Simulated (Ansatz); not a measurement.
Cubic perovskite CsSnI3 (cubic high-temperature phase) was calculated with r²SCAN (Ansatz, a quantum-chemistry and plane-wave program, PAW).

Settings: plane-wave cutoff 560 eV, 6×6×6 k mesh, Fermi–Dirac smearing 0.01 eV, scalar-relativistic PAW data made under PBE.

Cell (relaxed at this level):

```yaml
crystal:
  lattice:
    - [6.22448, 0.00000, 0.00000]
    - [0.00000, 6.22448, 0.00000]
    - [0.00000, 0.00000, 6.22448]
  atoms:
    - { symbol: Cs, position: [0.00000, 0.00000, 0.00000] }
    - { symbol: Sn, position: [0.50000, 0.50000, 0.50000] }
    - { symbol: I, position: [0.50000, 0.00000, 0.50000] }
    - { symbol: I, position: [0.00000, 0.50000, 0.50000] }
    - { symbol: I, position: [0.50000, 0.50000, 0.00000] }
```

**Question.** Predict the bulk modulus B0, band gap, direct gap at Γ and pressure derivative B′ of the bulk modulus.

**Answer.** 
* **bulk modulus B0**: 17.5 GPa
* **band gap**: 0.46 eV
* **direct gap at Γ**: 4.98 eV
* **pressure derivative B′ of the bulk modulus**: 4.7

Note: the relaxation could not lower the start's symmetry, so the cell can be a saddle point above a distorted one.

Spin–orbit coupling is not included; with these elements it can move the gap by several tenths of an eV or more.

Static lattice: no zero-point or thermal effects.
